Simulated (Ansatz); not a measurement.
Levels about the gap of amorphous Ti4Zr4Hf4Nb4Ta4O44 (64 atoms in a cell of 851 Å³, 5.99 g/cm³; zone centre alone, so wide bands show as single levels with stretches between that a denser mesh fills), at the geometry that PBE relaxed, where it gives 0.0 GPa on a denser mesh. The participation number counts the atoms over which a state spreads; weights are charges in smoothed Voronoi cells. The levels come from a single point, so bond lengths are those of that geometry. Method of the levels: PBE, scalar-relativistic without spin-orbit coupling (Ansatz, a quantum-chemistry and plane-wave program). Sampling: the zone centre alone; Fermi-Dirac width 0.02 eV; no spin polarisation. At PBE the levels at the filled edge of the gap are localised (band-tail or defect states).

A CHGNet melt-quench gave the starting glass, which DFT then relaxed. O atoms were pushed apart under 1.9 Å during the dynamics, to hinder bonds among them. The hot cell started wider than the set density and was brought back towards it in steps. It is the lowest in DFT energy of 2 quenches. It is a model cell: composition and starting density were chosen by hand, and all elements were melted together. No dispersion term was used. Its density started from a set value of 6.13 and ended at 5.99 g/cm³. The quench (nominally 300 K/ps over its main leg) was far faster than any real one, so the model tends to hold more defects than a real film. Values belong to this one cell and scatter from quench to quench. Volume and shape were free in the relaxation.

```csv
"E - E(highest filled), eV",filling,participation number,largest on,weight O,weight Ti,weight Nb,weight Ta
-0.34,filled,14.3,"O, 3 neighbours",0.95,0.01,0.01,0.01
-0.30,filled,15.9,"O, 4 neighbours",0.95,0.01,0.01,0.01
-0.26,filled,19.7,"O, 3 neighbours",0.95,0.02,0.01,0.01
-0.25,filled,25.2,"O, 3 neighbours",0.95,0.01,0.01,0.01
-0.19,filled,22.4,"O, 3 neighbours",0.95,0.01,0.01,0.01
-0.07,filled,11.4,"O, 3 neighbours",0.95,0.01,0.01,0.02
0.00,filled,9.8,"O, 3 neighbours",0.95,0.01,0.01,0.01
2.80,empty,6.8,"Ti, 6 neighbours",0.24,0.46,0.22,0.05
2.95,empty,7.6,"Ti, 6 neighbours",0.24,0.47,0.17,0.08
3.07,empty,5.8,"Ti, 6 neighbours",0.23,0.55,0.12,0.05
3.15,empty,11.0,"Ti, 6 neighbours",0.25,0.44,0.20,0.04
3.28,empty,9.6,"Ti, 6 neighbours",0.28,0.36,0.26,0.04
3.37,empty,12.6,"Nb, 6 neighbours",0.27,0.37,0.20,0.09
3.40,empty,12.0,"Nb, 7 neighbours",0.26,0.45,0.20,0.04
```

Most localised among these is the empty level at +3.07 eV, on a Ti atom, which has 6 neighbours (O 1.86 Å, O 1.91 Å, O 1.95 Å, O 2.01 Å, O 2.21 Å, O 2.30 Å).
